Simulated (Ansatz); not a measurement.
Levels about the gap of amorphous Si$_{30}$N$_{40}$ (70 atoms in a cell of 758 Å³, 3.07 g/cm³; zone centre alone, so wide bands show as single levels with stretches between that a denser mesh fills), at the geometry that PBE relaxed, where it gives 0.1 GPa on a denser mesh. The participation number counts the atoms over which a state spreads; weights are charges in smoothed Voronoi cells. The levels come from a single point, so bond lengths are those of that geometry. Method of the levels: r2SCAN, scalar-relativistic without spin-orbit coupling (Ansatz, a program for electronic structure). Sampling: the zone centre alone; Fermi-Dirac width 0.01 eV; collinear spin, started from moments on atoms (the moments died out). At PBE the levels at the filled edge of the gap are localised (band-tail or defect states), and the nearest spread-out levels lie 2.8 eV apart at the zone centre.

It comes from a melt-quench run on a machine-learned potential (CHGNet), relaxed afterwards by DFT. N atoms were pushed apart under 1.9 Å during the dynamics, to hinder bonds among them. The hot cell started wider than the set density and was brought back towards it in steps. It is the lowest in DFT energy of 2 quenches. It is a model cell: composition and starting density were chosen by hand, and all elements were melted together. No dispersion term was used. Its density started from a set value of 3.08 and ended at 3.07 g/cm³. Cooling (nominally 300 K/ps over its main leg) ran many orders faster than in experiment, which tends to leave more defects and strain. A cell of this size samples the disorder only roughly. Volume and shape were free in the relaxation. On a 2×2×2 Γ-centred mesh force components of up to 0.19 eV/Å stay, since the relaxation ran on the zone centre alone.

```
E - E(highest filled), eV  filling  spin  participation number        largest on  weight N  weight Si
-------------------------  -------  ----  --------------------  ----------------  --------  ---------
-0.61                       filled    up                  16.1   N, 3 neighbours      0.90       0.10
-0.42                       filled    dn                   9.2   N, 2 neighbours      0.89       0.11
-0.42                       filled    up                   9.2   N, 2 neighbours      0.89       0.11
-0.34                       filled    dn                   7.7   N, 2 neighbours      0.89       0.11
-0.34                       filled    up                   7.7   N, 2 neighbours      0.89       0.11
0.00                        filled    dn                   3.2   N, 2 neighbours      0.88       0.12
0.00                        filled    up                   3.2   N, 2 neighbours      0.88       0.12
2.68                         empty    up                  16.4  Si, 4 neighbours      0.48       0.52
2.68                         empty    dn                  16.4  Si, 4 neighbours      0.48       0.52
3.31                         empty    dn                  19.1  Si, 4 neighbours      0.43       0.57
3.31                         empty    up                  19.1  Si, 4 neighbours      0.43       0.57
3.81                         empty    up                  22.7  Si, 4 neighbours      0.45       0.55
3.81                         empty    dn                  22.7  Si, 4 neighbours      0.45       0.55
3.88                         empty    up                  35.8  Si, 4 neighbours      0.45       0.55
```

Most localised among these is the filled level at -0.00 eV, on a N atom, which has 2 neighbours (Si 1.65 Å, Si 1.66 Å).
